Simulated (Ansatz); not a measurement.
Given:

```
CELL_PARAMETERS angstrom
      0.00000     2.24904     2.24904
      2.24904     0.00000     2.24904
      2.24904     2.24904     0.00000
ATOMIC_POSITIONS crystal
  N  0.75000 0.75000 0.75000
  Ga 0.00000 0.00000 0.00000
```

No spin polarisation.

All numbers come from DFT with PBEsol, PAW potentials and a 420 eV plane-wave cutoff in Ansatz (a first-principles code), spin-orbit coupling left out. Γ-centred 13×13×13 mesh, Fermi–Dirac width 0.05 eV.

Task: Predict the electron mass, gap character, hole mass and space group.

Result: The electron mass is 0.15 mₑ (at Γ), the gap character comes out as direct at Γ and the hole mass (degenerate bands, along [100]) is 0.16, 0.86, 0.86 mₑ (at Γ). The space group comes out as F-43m (No. 216).

Effective masses come from finite differences of ±0.01 Å⁻¹. Whether these cells are dynamically stable was not tested. The cell was made from BN by this change: B → Ga. This is not the structure that GaN has at room temperature and ambient pressure.
